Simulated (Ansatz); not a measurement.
**Relaxation of cell and atoms of ZrIn3 (I4/mmm, 8 atoms in the cell) at several settings**

```xyz
8
Lattice="-2.1631 2.1631 9.5533 2.1631 -2.1631 9.5533 2.1631 2.1631 -9.5533" Properties=species:S:1:pos:R:3 pbc="T T T"
Zr     0.0000     0.0000    16.8334
Zr     0.0000     0.0000     2.2733
In     2.1631     0.0000     0.0000
In     0.0000     2.1631     0.0000
In     0.0000     2.1631     4.7767
In     2.1631     0.0000     4.7767
In     0.0000     0.0000    11.9201
In     0.0000     0.0000     7.1866
```

Base: PBEsol, default PAW files made with PBE (Ansatz, a program for electronic structure). Its settings: kpoints.mp_grid.grid = 5 5 5; hamiltonian.xc = pbesol; hamiltonian.pseudopotentials = {kind: paw} (the program's default PAW files); scf.occupations.method = cold; scf.occupations.width = 0.1 eV. Starting volume 22.35 Å³ per atom.

Each line gives the change from the base single point and the result:

- hamiltonian.dispersion: default → d3bj; relax: default → cell and atoms [DFT, PBEsol-D3BJ, plane waves, default PAW files made with PBE]: pressure 0.00 GPa; largest force (vector length) 0.004 eV/Å; final cell a = 9.738 Å, b = 9.738 Å, c = 9.738 Å, α = 154.85°, β = 154.85°, γ = 35.87°; final volume per atom 20.83 Å³; relaxation steps 6.
- relax: default → cell and atoms: pressure -0.01 GPa; largest force (vector length) 0.002 eV/Å; final cell a = b = c = 9.875 Å, α = β = 154.86°, γ = 35.85°; final volume per atom 21.69 Å³; relaxation steps 5; free energy against the base single point -5.6 meV/atom.

The starting cell comes from a database of computed structures (which also holds hypothetical and non-ambient phases and stackings), without a prior relaxation at this level. Ansatz's pressure includes its estimate of the finite-basis (Pulay) stress.

Keys are those of Ansatz 0.2.
